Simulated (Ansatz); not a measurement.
This Ansatz (an electronic-structure program) input is the reference run, MgTe in the zinc blende structure (space group F-43m, No. 216), computed with Ansatz PBE, no SOC:

Ansatz 0.2 input:
```yaml
crystal:
  lattice:
    - [0, 3.2546874405, 3.2546874405]
    - [3.2546874405, 0, 3.2546874405]
    - [3.2546874405, 3.2546874405, 0]
  atoms:
    - { symbol: Mg, position: [0, 0, 0] }
    - { symbol: Te, position: [0.25, 0.25, 0.25] }
basis: { ecutwfc: 420, ecutrho_ratio: 4, xc_grid: 2, fft_grid_basis: typed }
kpoints: { mp_grid: { grid: [9, 9, 9] } }
hamiltonian:
  xc: pbe
  dispersion: none
  pseudopotentials: { kind: paw }
scf: { occupations: { method: fermi_dirac, width: 0.05 }, convergence: { dr2_threshold: 0.0000000002 } }
output: { forces: true, stress: true }
checkpoint: { write: state.ck, write_every: 1000 }
```

Task: Write the input for this change: the cell is scaled by 1.0250 in all directions; the atoms relax in the strained cell.

Result: 
Ansatz 0.2 input:
```yaml
crystal:
  lattice:
    - [0, 3.3360546265, 3.3360546265]
    - [3.3360546265, 0, 3.3360546265]
    - [3.3360546265, 3.3360546265, 0]
  atoms:
    - { symbol: Mg, position: [0, 0, 0] }
    - { symbol: Te, position: [0.25, 0.25, 0.25] }
basis: { ecutwfc: 420, ecutrho_ratio: 4, xc_grid: 2, fft_grid_basis: typed }
kpoints: { mp_grid: { grid: [9, 9, 9] } }
hamiltonian:
  xc: pbe
  dispersion: none
  pseudopotentials: { kind: paw }
scf: { occupations: { method: fermi_dirac, width: 0.05 }, convergence: { dr2_threshold: 0.0000000002 } }
relax: { f_tol: 0.005, max_steps: 50 }
output: { forces: true, stress: true }
checkpoint: { write: state.ck, write_every: 1000 }
```
This is the input that was run.

No phonon test of stability was made.
